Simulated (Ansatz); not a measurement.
Sb (Fm-3m, No. 225, 1 atom in the cell; start COD 9013009; another form than the element's usual one): bulk modulus B0 by level of theory

No measured value is used here.

### Question
Put these levels in order of the bulk modulus B0 that they give for Sb (Fm-3m, No. 225, 1 atom in the cell; start COD 9013009; another form than the element's usual one), smallest first: LDA (Ansatz, a program for electronic structure), PBEsol (Ansatz), r²SCAN (Ansatz).

### Answer
r²SCAN (61.3 GPa), PBEsol (67.6 GPa), LDA (70.4 GPa)

Unless a cell is named, each level is at its own relaxed cell (LDA 25.73, PBEsol 26.18, r²SCAN 27.20 Å³/atom).

r²SCAN, LDA, PBEsol: the bulk modulus is −V dP/dV from two relaxed cells at ±2 % in volume. r²SCAN, LDA, PBEsol: the relaxation could not lower the start's symmetry, so the cell can be a saddle point above a distorted one. Each level is taken at its own relaxed cell. Cutoffs differ between the levels. Ansatz's density-functional and Hartree–Fock values are scalar-relativistic unless marked +SOC, with PAW data made under PBE.
